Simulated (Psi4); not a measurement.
Psi4 1.11, BP86/def2-svp: Hf(OMe)(NH2)2(Me) (C[O][Hf]([CH3])([NH2])[NH2]), 16 atoms. The geometry is a generated start, not checked to be a minimum at this level.

```
Property                                              Value
--------------------------  -------------------------------
task                                                 energy
method                                                 bp86
basis                                              def2-svp
memory                                                 3 GB
maxiter                                                 100
keys of the molecule block                      symmetry c1
scf_type                                       df (default)
diis_max_vecs                                  10 (default)
e_convergence                               1e-06 (default)
d_convergence                               1e-06 (default)
dft_radial_points                              75 (default)
dft_spherical_points                          302 (default)
effective core potentials   those of the basis set, past Kr
basis functions                                         152
grid points                                          342752
```

```xyz
16

Hf     0.4479     0.1536     0.2714
O      0.5404    -0.6130    -1.4720
C     -0.7196    -0.8227    -2.0220
H     -1.4958    -0.2429    -1.4799
H     -0.7292    -0.5120    -3.0765
H     -0.9894    -1.8891    -1.9897
N      2.2917     0.3706     1.0877
H      2.3751     0.8225     2.0003
H      3.0329     0.7627     0.5017
N     -0.2944     2.0212    -0.0427
H      0.1313     2.8065     0.4587
H     -0.2592     2.2863    -1.0289
C     -0.8926    -1.1026     1.5298
H     -0.7873    -2.1662     1.2698
H     -1.9523    -0.8474     1.3838
H     -0.6994    -1.0276     2.6086
```

Charge 0 and multiplicity 1 are set for this test and not shown to be the ground state.

With the defaults (diis = true, scf_initial_accelerator = adiis, damping_percentage = 0, soscf = false, soscf_start_convergence = 0.01, guess = auto, which took SAD, level_shift = 0, level_shift_cutoff = 0.01, diis_start = 1) it converges in 11 SCF iterations. One run each on 2 threads, with these changes:
- diis = false, scf_initial_accelerator = none, damping_percentage = 60
- guess = modhuckel
- diis_start = 4
- guess = huckel
- soscf = true
- level_shift = 0.5, level_shift_cutoff = 0.001
- guess = core
- guess = sadno
- soscf = true, soscf_start_convergence = 0.001

**Question.** Which of these changes keep the SCF from converging, or lead it to another solution?

**Answer.** No convergence: diis = false, scf_initial_accelerator = none, damping_percentage = 60 (the run ends without SCF convergence in 100 iterations). The rest reach the solution of the defaults.

```json
[
 {"setting": "soscf = true", "SCF iterations": "8", "JK calls": "29", "end": "same solution"},
 {"setting": "soscf = true, soscf_start_convergence = 0.001", "SCF iterations": "9", "JK calls": "20", "end": "same solution"},
 {"setting": "the defaults", "SCF iterations": "11", "JK calls": "12", "end": "same solution"},
 {"setting": "level_shift = 0.5, level_shift_cutoff = 0.001", "SCF iterations": "11", "JK calls": "12", "end": "same solution"},
 {"setting": "guess = sadno", "SCF iterations": "13", "JK calls": "13", "end": "same solution"},
 {"setting": "guess = modhuckel", "SCF iterations": "13", "JK calls": "46", "end": "same solution"},
 {"setting": "guess = huckel", "SCF iterations": "13", "JK calls": "46", "end": "same solution"},
 {"setting": "guess = core", "SCF iterations": "15", "JK calls": "15", "end": "same solution"},
 {"setting": "diis_start = 4", "SCF iterations": "17", "JK calls": "18", "end": "same solution"},
 {"setting": "diis = false, scf_initial_accelerator = none, damping_percentage = 60", "SCF iterations": "100", "JK calls": "101", "end": "no convergence"}
]
```

An SOSCF iteration holds several JK calls; a Hückel guess adds calls on atoms. 1 further run of the study ended by our limits or in an error and is left out.
